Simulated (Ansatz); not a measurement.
An Ansatz (an electronic-structure program) run: Rh with a change (tensor shear ε_xy = +0.57 %); LDA, PAW, 420 eV (Ansatz; no spin-orbit coupling).

Input:

Ansatz 0.2 input:
```yaml
crystal:
  lattice:
    - [0.0107021179, 1.8775645498, 1.8775645498]
    - [1.8775645498, 0.0107021179, 1.8775645498]
    - [1.8882666677, 1.8882666677, 0]
  atoms:
    - { symbol: Rh, position: [0, 0, 0] }
basis: { ecutwfc: 420, ecutrho_ratio: 4, xc_grid: 2, fft_grid_basis: typed }
kpoints: { mp_grid: { grid: [30, 30, 30] } }
hamiltonian:
  xc: lda
  dispersion: none
  pseudopotentials: { kind: paw }
scf: { occupations: { method: fermi_dirac, width: 0.1 }, convergence: { dr2_threshold: 0.0000000001 } }
relax: { f_tol: 0.005, max_steps: 50 }
output: { forces: true, stress: true }
checkpoint: { write: state.ck, write_every: 1000 }
```

Output (explanatory and most iteration lines left out):

```
Relaxation: its limit of steps is 50 (relax.max_steps)
Pseudopotential: Rh, paw, valence charge 17
Crystal: 1 atoms, lattice volume = 13.237 Å³
Basis set: ecut = 420 eV, 259 PW (Γ), exchange–correlation on 36×36×36 points (8 copies of the dense FFT grid, shifted against one another)
Bands: 13, of which v1, the nominal top of the filled ones, is band 9 counted from 1 (8 counted from 0)
Symmetry: 8 space group operations
Space group: Immm (ITA 71), of the structure as read, at distance tolerance 2.4e-5 Å
k-points: 3736 of 27000
Functional: x = slater, c = lda
SCF iter   1: F=—  HF=-6278.670625 eV  |F-HF|=—  |Δ(HF+E_count)|=         —  Δρ=1.07e-2  dr2=8.18e-3  ethr=1.77e-3  ⟨swp⟩=4.7  Hψ=265974  notcnv=0
SCF iter   2: F=—  HF=-6278.668463 eV  |F-HF|=—  |Δ(HF+E_count)|=   2.16e-3  Δρ=4.79e-3  dr2=1.07e-3  ethr=4.81e-5  ⟨swp⟩=2.5  Hψ=99167  notcnv=0
SCF 1 converged in 7 iterations: F = -6278.668179 eV  dr2 = 1.60e-11
relax step   1: F+E_penalty+E_count = -6278.66817888 eV  Δ(F+E_penalty+E_count) = +0.000e0 eV  max|allowed force component| = 0.000e0 eV/Å  Δτ_max = 0.0000 Å  (7 SCF iters, accepted)
SCF converged after 7 iterations
Free energy (F): -6278.668179 eV
Internal energy: -6278.627252 eV  (E = F + TS)
E sigma→0 (E₀):  -6278.647715 eV
Entropy (-TS):   -0.040927 eV (-40.927 meV/atom)
Fermi energy:    23.171762 eV
--- Forces (eV/Å), atoms counted from 1 ---
  atom   1  Rh    -0.00000000     0.00000000    -0.00000000
--- Stress (GPa, compression-positive) ---
        0.078912      -2.501370      -0.000000
       -2.501370       0.078912      -0.000000
       -0.000000      -0.000000      -0.001341
  P = ⅓ Tr σ = 0.0522 GPa (0.522 kbar)
--- Relaxed structure (1 steps of the walk, 1 accepted, 0 SCFs on fresh bases) ---
  atoms:
    - { symbol: Rh, position: [0.0, 0.0, 0.0] }
```

The cells carry an imposed strain or load. No phonon test of stability was made. All final runs are without spin polarisation. The cell was made from Rh in the fcc (Cu type) structure (space group Fm-3m, No. 225) by this change: tensor shear ε_xy = +0.57 %.
